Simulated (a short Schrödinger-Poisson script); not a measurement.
System: MOS inversion layer, SiO2 on p-type Ge(100), at 300 K.

| layer | material | thickness (nm) | Na (cm⁻³) |
|---|---|---|---|
| 1 | SiO2 | 3 | - |
| 2 | Ge | 360 | 1.3e18 |

Constants are typed, rounded textbook-type inputs, not results; the design itself was drawn at random and stands for no fabricated device. SiO2: permittivity 3.9, conduction-band edge (eV) 3.1, gap (eV) 9, electron mass (mₑ) 0.5. Ge: permittivity 16, conduction-band edge (eV) 0, gap (eV) 0.664, Nv at 300 K (cm⁻³) 6e18.

Channel valleys (confinement mass, in-plane density-of-states mass, number): L4 0.12, 0.295, 4. At the gate the conduction-band edge of layer 1 lies 3.19 eV − eVg above the Fermi level of the channel; the field vanishes at the back. Gaps are held at their typed values at every temperature. Mesh 0.03 nm at interfaces.

From a short Schrödinger-Poisson script (our own, NumPy): 1D Poisson equation in equilibrium, electrons quantum, Hartree (BenDaniel-Duke, 12 states a valley, the channel's in-plane mass for all, wave functions free to enter the dielectric), parabolic valleys, classical holes, full ionisation, no traps, pinning or gate leakage.

The same stack at other levels of the model or other numerical settings:

```tsv
run	sheet density of all electrons at Vg = 2.1 V (cm⁻²)	sheet density of all electrons at Vg = 0.9 V (cm⁻²)	capacitance at Vg = 2.1 V (μF/cm²)	centroid of the channel electrons at Vg = 2.1 V (nm)	rough cost against the base
base	8.27e12	9.59e11	1.03	1.95	about 1
electrons treated as classical, Boltzmann	9.89e12	1.80e12	1.12	0.41	0.04
electrons treated as classical, Fermi-Dirac	9.30e12	1.70e12	1.06	0.74	0.2
mesh six times as coarse	8.22e12	9.37e11	1.02	1.98	0.3
one subband a valley	8.27e12	9.58e11	1.03	1.94	0.6
```

The classical rows ignore confinement, and Boltzmann statistics overrate the density once the band edge passes the Fermi level.

Only the L valleys are kept; under strong confinement the Δ valleys of Ge fill too.
